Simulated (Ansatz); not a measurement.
Take CdSe in the zinc blende structure (space group F-43m, No. 216; a = 6.1964 Å) as the base.

Structures relaxed with plane-wave PAW DFT at the PBE level (Ansatz, a quantum-chemistry and plane-wave program, 420 eV), no SOC, earlier PAW set.

Base:

Simulated powder pattern, Cu Kα1, λ = 1.54056 Å (kinematic, ideal powder, no thermal factors, no anomalous dispersion; the 10 strongest lines at most, above 2 %, up to 2θ = 90°):

```csv
2θ (°),I/Imax (%),hkl
24.87,100,(111)
28.79,3.2,(200)
41.17,75,(220)
48.70,47,(311)
59.64,12,(400)
65.62,19,(331)
75.03,24,(422)
80.47,14,(333)
89.37,8.0,(440)
```

After one change:

Simulated powder pattern, Cu Kα1, λ = 1.54056 Å (kinematic, ideal powder, no thermal factors, no anomalous dispersion; the 10 strongest lines at most, above 2 %, up to 2θ = 90°):

```tsv
2θ (°)	I/Imax (%)
27.24	100
31.55	3.2
45.23	71
53.60	44
65.88	11
72.68	17
83.52	23
89.88	14
```

Task: What was done to the base?
(A) pressure 2.1 GPa
(B) pressure 0.9 GPa
(C) pressure 22.5 GPa
(D) pressure 4.5 GPa

Result: C, pressure 22.5 GPa. Its volume per atom is 22.74 Å³ against 29.74 Å³, and its space group is F-43m (No. 216).

Load acts through the strain it causes; cell and atoms are relaxed under it. Stability against distortions was not tested. Tetrahedral semiconductors of this kind turn to denser phases somewhere between about 1 and 50 GPa; those were not computed, so compressed cells here can lie past the real transition.
